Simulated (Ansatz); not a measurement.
**NaI under a change: isotropic strain +2.50 %**

The parent structure is NaI in the rock salt structure (space group Fm-3m, No. 225; a = 6.5281 Å).

Now apply this change: every lattice vector is stretched by 2.50 %, atoms relaxed at fixed cell.

All numbers come from DFT with PBE, PAW potentials and a 420 eV plane-wave cutoff in Ansatz (a program for electronic structure), without spin-orbit coupling. k-mesh 9×9×9 (Γ-centred); smearing 0.05 eV (Fermi–Dirac).

The space group stays Fm-3m (No. 225) and the shortest interatomic distance increases by 0.082 Å (3.264 Å → 3.346 Å). The energy increases by 8.3 meV/atom and the pressure shrinks by 0.944 GPa (0.01 GPa → -0.94 GPa). The band gap drops by 0.18 eV, from 3.58 eV to 3.40 eV and the gap character is still direct at Γ. The mean gap deformation potential ΔEg/Δln V amounts to -2.4 eV and the width of the top valence band shrinks by 0.114 eV to 0.77 eV. The electron mass becomes 0.28 mₑ (at Γ) (base: 0.27 mₑ (at Γ)) and the hole mass (degenerate bands, along [100]) changes from 0.39, 1.7, 1.7 mₑ (at Γ) to 0.43, 1.9, 1.9 mₑ (at Γ). The valley order (the lowest conduction-band minima on the path, energy above the VBM, named in the base's zone) goes from Γ 3.58 eV; X along ⟨100⟩ 4.48 eV to Γ 3.40 eV; X along ⟨100⟩ 4.41 eV.

Spin-orbit coupling, missing from the scalar runs, can matter with I. Effective masses come from finite differences of ±0.01 Å⁻¹. Stability against distortions was not tested.
